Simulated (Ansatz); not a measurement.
# W in the bcc (W type) structure (space group Im-3m, No. 229)

```cif
data_W2
_chemical_formula_sum 'W2'
_space_group_name_H-M_alt 'Im-3m'
_space_group_IT_number 229
_space_group_name_Hall '-I 4 2 3'
_cell_length_a 3.18352
_cell_length_b 3.18352
_cell_length_c 3.18352
_cell_angle_alpha 90.000
_cell_angle_beta 90.000
_cell_angle_gamma 90.000
loop_
_atom_site_label
_atom_site_type_symbol
_atom_site_symmetry_multiplicity
_atom_site_Wyckoff_symbol
_atom_site_fract_x
_atom_site_fract_y
_atom_site_fract_z
_atom_site_occupancy
W1 W 2 a 0.00000 0.00000 0.00000 1
```
(The calculation used a cell of 1 atom; values per cell refer to that cell.)

Level of theory: PBE/PAW in Ansatz (a first-principles code), without spin-orbit coupling. k-mesh 20×20×20 (Γ-centred); smearing 0.05 eV (Fermi–Dirac).

```json
{
  "volume_per_atom": "16.13 Å³",
  "density": "18.92 g/cm³",
  "band_gap": "zero",
  "total_energy": "-10384.827 eV/atom (σ→0; compares only within this code and set-up)"
}
```

No phonon test of stability was made. All final runs are without spin polarisation.
